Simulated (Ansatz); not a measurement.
Take W (space group Pm-3n, No. 223; a = 5.033 Å) as the base. Axes: x, y, z lie along the cube axes.

The values are results of Ansatz (a quantum-chemistry and plane-wave program) PBEsol, scalar-relativistic without spin-orbit coupling, not measurements.

Strains are applied to the cell and any free atomic positions relax; under biaxial strain the out-of-plane vector relaxes too.

One change was made to it. Results:

| quantity | base | after |
|---|---|---|
| energy relative to the base (free energy F) | 0 meV/atom | +0.3 meV/atom |
| pressure (mean of the normal stresses, compression positive) | 0.0 GPa | 0.0 GPa |
| band gap | zero | zero |

Q: What was done to the base?
(A) biaxial strain +4.92 %, plane normal [111], relaxed out of plane
(B) isotropic strain +5.64 %
(C) tensor shear ε_yz = −0.37 %
(D) uniaxial strain ε_xx = +0.40 %

A: C, tensor shear ε_yz = −0.37 %. For comparison, the pressure in the other runs: isotropic strain +5.64 % gives -36.7 GPa; biaxial strain +4.92 %, plane normal [111], relaxed out of plane gives -11.9 GPa; uniaxial strain ε_xx = +0.40 % gives -1.2 GPa.

Without a gap, meshes like the base's 9×9×9 leave anisotropic stresses uncertain by several tenths of a GPa, and small strain energies with them. Whether these cells are dynamically stable was not tested. The final runs are not spin-polarised. This is not the structure that W has at room temperature and ambient pressure.
